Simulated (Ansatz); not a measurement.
Start from SrTiO₃ in the cubic perovskite structure (space group Pm-3m, No. 221; a = 3.8911 Å).

Method: plane-wave PAW DFT at the PBEsol level (Ansatz, a quantum-chemistry and plane-wave program, 420 eV), scalar-relativistic without spin-orbit coupling.

Before the change:

```
Property               Value
-------------------  -------
Lattice parameter a  3.891 Å
```

The change: a hydrostatic pressure of 75 GPa.

### Question
Predict the new lattice parameter a.

### Answer
The lattice parameter a decreases by 0.299 Å, from 3.891 Å to 3.592 Å.

Load acts through the strain it causes; cell and atoms are relaxed under it. Whether these cells are dynamically stable was not tested. No other phases were tried under pressure. All final runs are without spin polarisation. Many cubic perovskites are stable only at high temperature; tilts and polar distortions were not tested.
